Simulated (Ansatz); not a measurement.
hypothetical I4/mmm MgB2 with two functionals, uniaxial stress, 3 GPa compression along z

The reference is MgB2 (space group I4/mmm, No. 139; a = 2.6827 Å, c = 8.3951 Å; a hypothetical phase, not in the database extracts checked; relaxed with 0.1 eV smearing). Axes: x, y, z lie along a, b, c of the conventional cell.

(Cell as relaxed with PBE.)

Levels (all Ansatz, a quantum-chemistry and plane-wave program, PAW): PBE (420 eV, no spin-orbit coupling); PBEsol (420 eV, without spin-orbit coupling).

Each level relaxes its own structure.

| base | PBE | PBEsol |
|---|---|---|
| volume per atom | 10.07 Å³ | 9.88 Å³ |
| lattice parameter a | 2.683 Å | 2.664 Å |
| band gap | zero | zero |

The change: uniaxial stress, 3 GPa compression along z; all other stress components relax to zero.

```csv
quantity,PBE,PBEsol
energy relative to the base (free energy F),+1.2 meV/atom,(withheld)
secant Young's modulus along z,230 GPa,(withheld)
shortest interatomic distance,1.979 Å,(withheld)
band gap,zero,(withheld)
```

Question: Given the PBE results, estimate those of PBEsol.

Answer: 
- energy relative to the base (free energy F), PBEsol: +1.1 meV/atom
- secant Young's modulus along z, PBEsol: 240 GPa
- shortest interatomic distance, PBEsol: 1.968 Å
- band gap, PBEsol: zero

PBE's secant Young's modulus along z lies 8.9 GPa below PBEsol's; PBE's shortest interatomic distance lies 0.011 Å above PBEsol's (0.6 %); the two agree on the band gap. Neither level is exact; PBEsol is the comparison here, not a measurement.

Load acts through the strain it causes; cell and atoms are relaxed under it. Beyond what the load breaks, stability against distortions was not tested. All final runs are without spin polarisation.
